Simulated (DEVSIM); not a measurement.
Device: Schottky contact on n-type GaN, at 500 K.

Layer 1 from the left is GaN, thickness (μm) 9.60, Nd (cm⁻³) 8.9e16, τn (s) 2.6e-9, τp (s) 2.6e-9.

Left contact: Schottky, work function 5.3 eV, emission velocity 3.9e6 cm/s. Right contact: ohmic. Voltage is applied to the left contact. Recombination: SRH at mid-gap, radiative, Auger. Mobility is μmin + (μ − μmin)/(1 + (N/Nref)^α).

Constants are typed, rounded textbook-type inputs, not results; the design itself was drawn at random and stands for no fabricated device. Values at 300 K; Nc and Nv go as T^1.5, mobilities as T to minus their exponent, the gap by Varshni's rule with the affinity fixed.

GaN: gap (eV) 3.43, affinity (eV) 4.1, permittivity 9.5, Nc (cm⁻³) 2.3e18, Nv (cm⁻³) 4.6e19, μn (cm²/Vs) 1200, μp (cm²/Vs) 100, μn,min 55, μp,min 3, Nref,n 2e17, Nref,p 3e17, αn 1, αp 2, T exponent of μn 1.5, T exponent of μp 2, B (cm³/s) 1e-11, Cn (cm⁶/s) 1e-30, Cp (cm⁶/s) 1e-30, Varshni α (eV/K) 0.00091, Varshni β (K) 830.

Estimate by hand the built-in potential, the peak field at zero bias, the capacitance at -6 V, and compare with a numerical solution.


- Built-in potential: barrier φB = 1.200 eV; Vbi = φB − kT/q ln(N_band/N) = 1.027 V; numerical 1.027 V.
- Peak field at zero bias: depletion approximation: W = √(2εVbi/(qN)) = 0.110 μm with N = 8.90e16 cm⁻³; field = 2Vbi/W = 187000 V/cm; numerical 182000 V/cm (estimate above by 2.6 %).
- Capacitance at -6 V: C = √(qεN / 2(Vbi + |V|)) = 29.2 nF/cm²; numerical 29.3 nF/cm².

Model (solved in DEVSIM): 1D drift-diffusion, Boltzmann statistics, complete ionisation; no tunnelling, impact ionisation, image-force lowering or self-heating. Metal contacts follow the ideal Schottky-Mott rule: no Fermi-level pinning, no interface dipoles.
